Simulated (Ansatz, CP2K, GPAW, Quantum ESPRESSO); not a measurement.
# SrHfN2 (P4/nmm, 8 atoms in the cell) computed with different codes at matched settings

Self-consistent single point.

```
CELL_PARAMETERS angstrom
      4.09198     0.00000     0.00000
      0.00000     4.09198     0.00000
      0.00000     0.00000     8.36609
ATOMIC_POSITIONS crystal
  Sr 0.00000 0.50000 0.14301
  Sr 0.50000 0.00000 0.85699
  Hf 0.00000 0.50000 0.59238
  Hf 0.50000 0.00000 0.40762
  N  0.00000 0.00000 0.50000
  N  0.50000 0.50000 0.50000
  N  0.00000 0.50000 0.83428
  N  0.50000 0.00000 0.16572
```

Shared settings, as Ansatz (a first-principles code) writes them: kpoints.mp_grid.grid = 6 6 3; scf.occupations.method = fixed. Potentials and cutoffs stand in the table.

```json
[
 {"code": "Quantum ESPRESSO", "model": "LDA (PZ), GBRV 1.5 ultrasoft (LDA) pseudopotentials", "pressure (GPa)": "-11.41", "largest force (eV/Å)": "0.544", "gap on the mesh (eV)": "1.432", "cutoff": "40 Ry"},
 {"code": "Ansatz", "model": "LDA (PW92), PAW files made with PBE", "pressure (GPa)": "-11.46", "largest force (eV/Å)": "0.593", "gap on the mesh (eV)": "1.409", "cutoff": "420 eV"},
 {"code": "CP2K", "model": "LDA (Pade form), GPW, DZVP-MOLOPT-SR-GTH basis, GTH-PADE potentials (GTH_POTENTIALS)", "pressure (GPa)": "-15.19", "largest force (eV/Å)": "0.869", "gap on the mesh (eV)": "1.344", "cutoff": "grid 500 Ry"},
 {"code": "GPAW", "model": "LDA (Perdew-Wang 92), GPAW PAW datasets LDA (gpaw-data 1.0.1)", "pressure (GPa)": "–", "largest force (eV/Å)": "0.574", "gap on the mesh (eV)": "1.420", "cutoff": "950 eV"}
]
```

Size of the force on each atom (eV/Å): Sizes of forces hide their directions.

```json
[
 {"code": "Quantum ESPRESSO", "Sr1": "0.218", "Sr2": "0.218", "Hf3": "0.056", "Hf4": "0.056", "N5": "0.000", "N6": "0.000", "N7": "0.544", "N8": "0.544"},
 {"code": "Ansatz", "Sr1": "0.204", "Sr2": "0.204", "Hf3": "0.013", "Hf4": "0.013", "N5": "0.000", "N6": "0.000", "N7": "0.593", "N8": "0.593"},
 {"code": "CP2K", "Sr1": "0.094", "Sr2": "0.094", "Hf3": "0.028", "Hf4": "0.028", "N5": "0.000", "N6": "0.000", "N7": "0.869", "N8": "0.869"},
 {"code": "GPAW", "Sr1": "0.186", "Sr2": "0.186", "Hf3": "0.053", "Hf4": "0.053", "N5": "0.000", "N6": "0.000", "N7": "0.574", "N8": "0.574"}
]
```

A dash marks a value that a program does not give, or that is left out as unsure.

Gaps are read on the mesh.

On Ansatz's run: spin-orbit coupling is off.

The spread over the programs that give each value: pressure within 3.78 GPa; largest force within 0.325 eV/Å; gap on the mesh within 0.088 eV.

CP2K uses small atom-centred bases, whose incompleteness enters pressures, forces and empty levels differently from a plane-wave cutoff. Ansatz's pressure is given at a fixed set of plane waves, as the other plane-wave codes print theirs; with its correction for the finite basis it is -11.21 GPa (the shift of 0.24 GPa shows how far the cutoff is from converged). The pressure of GPAW is left out: its cutoff lies under the one at which its stress was checked. The same LDA comes in different parametrisations, which differ slightly. In the pressure, CP2K (by 3.75) lies more than 1 GPa from the median of the plane-wave programs. In the force vectors, CP2K (by 0.298) lies more than 0.08 eV/Å from the median of the plane-wave programs.

The starting cell comes from a database of computed structures (which also holds hypothetical and non-ambient phases and stackings), without a prior relaxation at this level. Its lattice was rescaled by a random factor within 2.5 % of one.

Keys are those of Ansatz 0.2.
